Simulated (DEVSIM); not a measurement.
Structure: illuminated GaAs p-on-n cell, one wavelength, at 300 K.

Layer 1 from the left is GaAs, thickness (μm) 0.0560, Na (cm⁻³) 5.3e17, τn (s) 1.6e-10, τp (s) 7.1e-10, absorption coefficient (cm⁻¹) 28000. Layer 2 from the left is GaAs, thickness (μm) 3.70, Nd (cm⁻³) 1.6e15, τn (s) 9.7e-9, τp (s) 9.7e-9, absorption coefficient (cm⁻¹) 28000.

Left contact: ohmic, minority electron recombination velocity 6000 cm/s. Right contact: ohmic, minority hole recombination velocity 10000 cm/s. Voltage is applied to the left contact. Recombination: SRH at mid-gap, radiative, Auger. Light enters at the left, 4.1e17 photons cm⁻² s⁻¹, one pass, no reflection. Mobility is constant in doping.

The device is made up for the run: typed textbook-type constants, with dimensions and the other settings drawn at random. Values at 300 K.

GaAs: gap (eV) 1.424, affinity (eV) 4.07, permittivity 12.9, Nc (cm⁻³) 4.7e17, Nv (cm⁻³) 9e18, μn (cm²/Vs) 8500, μp (cm²/Vs) 400, B (cm³/s) 2e-10, Cn (cm⁶/s) 1e-30, Cp (cm⁶/s) 1e-30.

Model (solved in DEVSIM): 1D drift-diffusion, Boltzmann statistics, complete ionisation; no tunnelling, impact ionisation, image-force lowering or self-heating.

Dark forward current:

```
|V| (V)  |J| (A/cm²)
-------  -----------
0.05       1.894e-10
0.10       6.610e-10
0.15        1.920e-9
0.20        5.330e-9
0.25        1.461e-8
0.30        3.993e-8
0.35        1.092e-7
0.40        2.994e-7
0.45        8.241e-7
0.50        2.280e-6
0.55        6.353e-6
0.60        1.790e-5
0.65        5.132e-5
0.70       0.0001519
0.75       0.0004762
0.80        0.001648
0.85        0.006589
0.90         0.03106
0.95          0.1666
1.00          0.9096
1.05           4.151
1.10           15.47
1.15           54.29
1.20           183.9
1.25           600.6
1.30            1890
```

Q: Work out the local ideality factor n = ΔV / (kT/q · ln(J2/J1)) between the rows 0.15 and 0.20 V, 0.95 and 1.00 V, 1.25 and 1.30 V.

A: kT/q = 25.85 mV. From 0.15 to 0.20 V: ln(5.330e-9/1.920e-9) = 1.021, n = 1.89, near the 2 of recombination in the depletion region. From 0.95 to 1.00 V: ln(0.9096/0.1666) = 1.697, n = 1.14. From 1.25 to 1.30 V: ln(1890/600.6) = 1.146, n = 1.69.

Q: What current could the absorbed light give at most, and what share is collected?

A: Σ αd = 10.5, so qΦ(1 − exp(−Σ αd)) = 65.7 mA/cm². The simulated short-circuit current is 65.29 mA/cm², a share of 0.99.

Q: Estimate the open-circuit voltage by superposition: the voltage at which the dark current equals that short-circuit current.

A: Interpolating ln J in the table gives 0.922 V. The simulation gives 0.922 V, the same within the digits that matter. Superposition holds where collection doesn't change with voltage.

Q: Estimate the fill factor from FF0 = (v − ln(v + 0.72))/(v + 1), v = qVoc/(nkT), with n from the dark curve.

A: The rows about Voc, 0.90 and 0.95 V, give n = 1.15, so v = 31.0 and FF0 = 0.861. The simulation gives 0.838; the estimate lies 2.7 % above.
